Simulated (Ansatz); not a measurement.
Start from Pt in the fcc (Cu type) structure (space group Fm-3m, No. 225; a = 3.895 Å; relaxed with 0.1 eV smearing). Axes: x, y, z lie along the cube axes.

Method: Ansatz (an electronic-structure program) LDA, no spin-orbit coupling.

Strains are applied to the cell and any free atomic positions relax; under biaxial strain the out-of-plane vector relaxes too.

One change was made to it. Results:

The energy increases by 2.3 meV/atom; the shortest interatomic distance shrinks by 0.0055 Å (2.754 Å → 2.749 Å).

Q: Which change produced these results?
(A) biaxial strain +1.00 %, plane normal [001], relaxed out of plane
(B) biaxial strain −1.50 %, plane normal [001], relaxed out of plane
(C) biaxial strain +2.50 %, plane normal [001], relaxed out of plane
(D) biaxial strain −2.50 %, plane normal [001], relaxed out of plane
(E) biaxial strain −3.00 %, plane normal [001], relaxed out of plane

A: A, biaxial strain +1.00 %, plane normal [001], relaxed out of plane. For comparison, the energy relative to the base in the other runs: biaxial strain −2.50 %, plane normal [001], relaxed out of plane gives +19 meV/atom; biaxial strain −3.00 %, plane normal [001], relaxed out of plane gives +28 meV/atom; biaxial strain −1.50 %, plane normal [001], relaxed out of plane gives +6.3 meV/atom; biaxial strain +2.50 %, plane normal [001], relaxed out of plane gives +13 meV/atom.

Whether these cells are dynamically stable was not tested. The final runs are not spin-polarised.
